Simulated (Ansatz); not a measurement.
Reference: BaS (Fm-3m), r2SCAN, rigid bands (plane waves, PAW, scalar-relativistic; Ansatz, an electronic-structure program); geometry: cell and atoms relaxed with PBEsol.

```xyz
2
Lattice="0.0000 3.1659 3.1659 3.1659 0.0000 3.1659 3.1659 3.1659 0.0000" Properties=species:S:1:pos:R:3 pbc="T T T"
Ba     0.0000     0.0000     0.0000
S      3.1659     3.1659     3.1659
```

| Item | Result |
|---|---|
| band gap | 2.51 eV |
| electron conductivity mass | 0.44 mₑ |
| hole conductivity mass | 0.87 mₑ |
| Seebeck coefficient, n-type 1e19 cm⁻³ | -305 μV/K |

Problem. Replace Ba by Mg on the same sites and relax. What happens?

Solution. MgS (Fm-3m): volume per atom 31.7 to 17.4 Å³; band gap rises (2.51 eV to 3.49 eV); electron conductivity mass falls (0.44 mₑ to 0.37 mₑ); hole conductivity mass rises (0.87 mₑ to 1.02 mₑ); Seebeck coefficient, n-type 1e19 cm⁻³ falls in size (-305 μV/K to -265 μV/K).

Moves up to 5 % count as about the same. Masses are for dilute carriers at 300 K, harmonic means over directions unless an axis is named. Seebeck coefficients are for the stated density at 300 K, with one relaxation time for all states and whether or not that doping can be reached. Spin-orbit coupling is left out.

Formula and space group known from diffraction (Crystallography Open Database), not checked to be the room-temperature form: BaS (Fm-3m).
